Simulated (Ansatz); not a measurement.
```yaml
crystal:
  lattice:
    - [0.00000, 2.90983, 2.90983]
    - [2.90983, 0.00000, 2.90983]
    - [2.90983, 2.90983, 0.00000]
  atoms:
    - { symbol: In, position: [0.00000, 0.00000, 0.00000] }
    - { symbol: P, position: [0.25000, 0.25000, 0.25000] }
```

No spin polarisation.

All numbers come from PBEsol (Ansatz, a program for electronic structure; PAW; 420 eV plane waves; scalar-relativistic without spin-orbit coupling). Γ-centred 10×10×10 mesh, Fermi–Dirac width 0.05 eV.

Question: Predict the gap character and width of the top valence band.

Answer: 
```json
{
 "gap_character": "direct at Γ",
 "width_of_the_top_valence_band": "3.06 eV"
}
```

The cells carry an imposed strain or load. Whether these cells are dynamically stable was not tested. The cell was made from InP in the zinc blende structure (space group F-43m, No. 216) by this change: isotropic strain −1.00 %.
